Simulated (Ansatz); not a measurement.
## What biaxial strain −2.00 %, plane normal [001], relaxed out of plane does to Ba

The parent structure is Ba in the bcc (W type) structure (space group Im-3m, No. 229; a = 4.882 Å; relaxed with 0.1 eV smearing). Axes: x, y, z lie along the cube axes.

Perturbation: compressive biaxial strain of 2.00 % in the plane normal to [001], as in epitaxy on a mismatched substrate; the out-of-plane cell vector and the atoms relax.

The values are results of plane-wave PAW DFT at the PBEsol level (Ansatz, an electronic-structure program, 420 eV), no SOC, not measurements. Settings: 19×19×19 k-points, 0.1 eV Fermi–Dirac smearing.

The volume per atom decreases by 0.79 Å³ (58.17 Å³ → 57.38 Å³) and the space group becomes I4/mmm (No. 139) (base: Im-3m (No. 229)). The shortest interatomic distance falls by 0.017 Å (4.228 Å → 4.211 Å) and the energy goes up by 1.6 meV/atom. The pressure (mean of the normal stresses, compression positive) is nearly the same (0.0 GPa against 0.1 GPa) and the band gap stays zero. The out-of-plane strain is +2.71 % and the ratio −ε⊥/ε∥ comes out as 1.35. The mean in-plane stress (compression positive) amounts to +0.2 GPa.

Final structure (turned so that z lies along the plane normal):

```xyz
1
Lattice="4.7843 0.0000 0.0000 0.0000 4.7843 0.0000 2.3921 -2.3921 2.5070" Properties=species:S:1:pos:R:3 pbc="T T T"
Ba     0.0000     0.0000     0.0000
```

Stability against distortions was not tested.
